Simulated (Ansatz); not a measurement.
**RhPdN₂ (model structure, started from the PtCoO2 type, R-3m, No. 166, 4 atoms in the cell)**

Computed with PBEsol in Ansatz (plane waves, PAW).

Run with plane-wave cutoff 520 eV, 22×22×22 k mesh, Fermi–Dirac smearing 0.05 eV, no spin polarisation, scalar-relativistic PAW data made under PBE.

Cell (relaxed at this level):

PdRhN₂ has the trigonal space group R-3m, hexagonal axes (No. 166), Pearson symbol hR4. Conventional cell: a = b = 2.931 Å, c = 18.294 Å, α = β = 90.00°, γ = 120.00°. Rh on 3b sees 6 N at 2.025 Å (octahedral). Pd on 3a has 2 N at 1.937 Å (linear). N on 6c sees 1 Pd at 1.937 Å and 3 Rh at 2.025 Å. (Neighbours: up to the widest gap in distance over summed covalent radii, below 1.35, at either atom; cation-cation and far metal-metal contacts left out.)
(The calculation used a cell of 4 atoms; values per cell refer to that cell.)

* **bulk modulus**: 206 GPa

Note: the run has no spin polarisation, so it can have missed a magnetic state; the bulk modulus is −V dP/dV from two relaxed cells at ±2 % in volume; the relaxation could raise the start's symmetry but not lower it, so the cell can be a saddle point.

The computed numbers hold no vibrational or temperature effects.

A model structure was made by putting elements into a prototype or built by hand; it is no filed structure, need not be a known phase, and can be a saddle point held by its symmetry.

Ansatz is a first-principles code.
